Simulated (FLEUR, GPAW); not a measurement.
A GPAW input for a self-consistent single point of Hf₂Hg (I4/mmm, 3 atoms in the cell) (DFT LDA (Perdew-Wang 92), plane waves, GPAW PAW datasets LDA (gpaw-data 1.0.1)):

```python
from ase import Atoms
from ase.units import GPa
from gpaw import GPAW

atoms = Atoms(['Hf', 'Hf', 'Hg'],
              cell=[[-1.618033, 1.618033, 5.637766],
                    [1.618033, -1.618033, 5.637766],
                    [1.618033, 1.618033, -5.637766]],
              positions=[[0.000000, -0.000000, 7.506460],
                         [-0.000000, 0.000000, 3.769072],
                         [0.000000, 0.000000, 0.000000]],
              pbc=True)

calc = GPAW(mode={'name': 'pw', 'ecut': 600},
            xc='LDA',
            kpts={'size': (10, 10, 10), 'gamma': True},
            occupations={'name': 'methfessel-paxton', 'width': 0.05, 'order': 0},
            nbands=-9,
            symmetry={'symmorphic': False, 'tolerance': 0.0005},
            maxiter=150,
            txt='-')

atoms.calc = calc

energy = atoms.get_potential_energy()
print('Energy (eV):', round(energy, 6))
forces = atoms.get_forces()
print('Forces (eV/Ang):')
print(forces.round(5))
stress = atoms.get_stress()
print('Stress (GPa, Voigt):', (stress / GPa).round(4))
```

Task: Write the same calculation as an input for FLEUR.

Result: One input that does it (others would too):

Input of the input generator:

```
scf Hf2Hg
&input film=f /
-3.0576392306 3.0576392306 10.6538336947
3.0576392306 -3.0576392306 10.6538336947
3.0576392306 3.0576392306 -10.6538336947
1.0
1.0 1.0 1.0

3
72 0.6657300000 0.6657300000 0.0000000000
72 0.3342700000 0.3342700000 0.0000000000
80 0.0000000000 0.0000000000 0.0000000000

&comp jspins=1 /
&exco xctyp='pz' /
&kpt div1=10 div2=10 div3=10 gamma=t /
&end /
```

```xml
<?xml version="1.0" encoding="UTF-8" standalone="no"?>
<fleurInput fleurInputVersion="0.39">
   <comment>
      scf Hf2Hg                                                                                           
   </comment>
   <calculationSetup>
      <cutoffs Kmax="3.8" Gmax="15.2" GmaxXC="15.2" numbands="0"/>
      <scfLoop itmax="60" minDistance="0.00001" maxIterBroyd="40" imix="Anderson" alpha="0.05" precondParam="0.0" spinf="2.0"/>
      <coreElectrons ctail="T" frcor="F" kcrel="0" coretail_lmax="0"/>
      <xcFunctional name="pz" relativisticCorrections="F"/>
      <magnetism jspins="1"/>
      <soc l_soc="F" theta="0.0" phi="0.0" spav="F"/>
      <expertModes spex="0" secvar="F"/>
      <geometryOptimization l_f="T" forcealpha="1.0" forcemix="BFGS" epsdisp="0.00001" epsforce="0.00001"/>
      <ldaU l_linMix="F" mixParam="0.05" spinf="1.0"/>
   </calculationSetup>
   <cell>
      <bzIntegration valenceElectrons="70.0" mode="gauss" fermiSmearingEnergy="0.00183747">
         <kPointListSelection listName="default-1"/>
         <!-- k-points included here -->
         <xi:include xmlns:xi="http://www.w3.org/2001/XInclude" href="kpts.xml"> </xi:include>
      </bzIntegration>
      <!-- symmetry operations included here -->
      <xi:include xmlns:xi="http://www.w3.org/2001/XInclude" href="sym.xml"> </xi:include>
      <bulkLattice scale="1.0">
         <bravaisMatrix>
            <row-1>   -3.0576392306000000     3.0576392306000000    10.6538336946999994</row-1>
            <row-2>    3.0576392306000000    -3.0576392306000000    10.6538336946999994</row-2>
            <row-3>    3.0576392306000000     3.0576392306000000   -10.6538336946999994</row-3>
         </bravaisMatrix>
      </bulkLattice>
   </cell>
   <atomSpecies>
      <species name="Hafnium (Hf)" element="Hf" atomicNumber="72">
         <mtSphere radius="2.61" gridPoints="919" logIncrement="0.015"/>
         <atomicCutoffs lmax="10" lnonsphr="8"/>
         <electronConfig flipSpins="F">
            <coreConfig>(1s1/2) (2s1/2) (2p1/2) (2p3/2) (3s1/2) (3p1/2) (3p3/2) (4s1/2) (3d3/2) (3d5/2) (4p1/2) (4p3/2) (4d3/2) (4d5/2)</coreConfig>
            <valenceConfig>(5s1/2) (5p1/2) (5p3/2) (6s1/2) (4f5/2) (4f7/2) (5d3/2) (5d5/2)</valenceConfig>
            <stateOccupation state="(5d3/2)" spinUp="0.4" spinDown="0.4"/>
            <stateOccupation state="(5d5/2)" spinUp="0.6" spinDown="0.6"/>
         </electronConfig>
         <energyParameters s="6" p="6" d="5" f="5"/>
         <lo type="SCLO" l="0" n="5" eDeriv="0"/>
         <lo type="SCLO" l="1" n="5" eDeriv="0"/>
         <lo type="SCLO" l="3" n="4" eDeriv="0"/>
      </species>
      <species name="Mercury (Hg)" element="Hg" atomicNumber="80">
         <mtSphere radius="2.61" gridPoints="919" logIncrement="0.015"/>
         <atomicCutoffs lmax="10" lnonsphr="8"/>
         <electronConfig flipSpins="F">
            <coreConfig>(1s1/2) (2s1/2) (2p1/2) (2p3/2) (3s1/2) (3p1/2) (3p3/2) (4s1/2) (3d3/2) (3d5/2) (4p1/2) (4p3/2) (5s1/2) (4d3/2) (4d5/2) (4f5/2) (4f7/2)</coreConfig>
            <valenceConfig>(5p1/2) (5p3/2) (6s1/2) (5d3/2) (5d5/2)</valenceConfig>
         </electronConfig>
         <energyParameters s="6" p="6" d="5" f="5"/>
         <lo type="SCLO" l="1" n="5" eDeriv="0"/>
         <lo type="HELO" l="2" n="6" eDeriv="0"/>
      </species>
   </atomSpecies>
   <atomGroups>
      <atomGroup species="Hafnium (Hf)">
         <relPos label="                   1">-.3342700000 -.3342700000 .0000000000</relPos>
         <relPos label="                   2">.3342700000 .3342700000 .0000000000</relPos>
         <force calculate="T" relaxXYZ="TTT"/>
      </atomGroup>
      <atomGroup species="Mercury (Hg)">
         <relPos label="                   3">.0000000000 .0000000000 .0000000000</relPos>
         <force calculate="T" relaxXYZ="TTT"/>
      </atomGroup>
   </atomGroups>
   <output dos="F" band="F" slice="F">
      <checks vchk="F" cdinf="F"/>
      <bandDOS minEnergy="-.5*Htr" maxEnergy="0.5*Htr" sigma="0.015" storeEVData="T"/>
      <vacuumDOS vacdos="F" integ="F" star="F" nstars="0" locx1="0.0" locy1="0.0" locx2="0.0" locy2="0.0" nstm="0" tworkf="0.0"/>
      <unfoldingBand unfoldBand="F" supercellX="1" supercellY="1" supercellZ="1"/>
      <plotting iplot="0" polar="F">
         <plot TwoD="T" vec1="  1.0  0.0  0.0" vec2="  0.0  1.0  0.0" vec3="  0.0  0.0  1.0" zero="  0.0  0.0  0.0" file="plot"/>
      </plotting>
      <chargeDensitySlicing numkpt="0" minEigenval="0.0" maxEigenval="0.0" nnne="0" pallst="F"/>
      <specialOutput eonly="F"/>
      <magneticCircularDichroism mcd="F" energyLo="-10.0" energyUp="0.0"/>
   </output>
  <!-- We include the file relax.xml here to enable relaxations (see documentation) -->
  <xi:include xmlns:xi="http://www.w3.org/2001/XInclude" href="relax.xml"> <xi:fallback/> </xi:include>
</fleurInput>
```

Basis settings and potentials, where a program has them, do not carry over. This input uses DFT, LDA (Perdew-Zunger), all-electron FLAPW (FLEUR), scalar-relativistic valence. LDA parametrisations can differ slightly between programs.

The starting cell comes from a database of computed structures (which also holds hypothetical and non-ambient phases and stackings), without a prior relaxation at this level. Its lattice was rescaled by a random factor within 2.5 % of one. For this run, on top of that: lattice scaled by 0.98.
